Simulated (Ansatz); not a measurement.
CdS under load (space group P6_3mc), Ansatz (an electronic-structure program) with r2SCAN with spin-orbit coupling, rigid bands. Condition of this run: biaxial stress in the c plane of 1.6 GPa (compression positive) (the target of the relaxation). Band gap 1.65 eV, N_c = 1.75e18 cm⁻³ and N_v = 3.90e19 cm⁻³ at 300 K, conductivity masses along x (a = (4.06, 0.00, 0.00) Å; b = (-2.03, 3.51, 0.00) Å; c = (0.00, 0.00, 6.81) Å) of 0.183 mₑ (electrons) and 1.02 mₑ (holes). Take k_BT = 0.02585 eV.

Problem. What thermal injection velocity √(2k_BT/πm) limits a ballistic channel along the direction named?

Solution. 1.26e7 cm/s for electrons and 5.33e6 cm/s for holes, a ratio of √(m_h/m_e) = 2.36, for dilute carriers.

Problem. What built-in voltage has an abrupt junction with N_A = 1e17 and N_D = 1e17 cm⁻³, all dopants ionised?

Solution. V_bi = E_g/e − (k_BT/e) ln(N_c N_v/(N_A N_D)) = 1.65 − 0.02585 × 8.83 = 1.42 V, for the computed gap.

Problem. A film of it is 8 nm thick, with its normal along the direction named. Estimate the confinement energies in an infinite well.

Solution. ħ²π²/(2m t²) = 0.376 eV·nm²/(m/mₑ × t²) gives 32.1 meV for electrons and 5.76 meV for holes, so the gap would widen to about 1.69 eV. Finite barriers and nonparabolic bands lower this, and with several valleys or bands the heaviest mass along the normal sets the lowest level, not this average.

Rigid bands with the computed gap; masses take one relaxation time for all states. Geometry: cell and atoms relaxed with PBEsol.
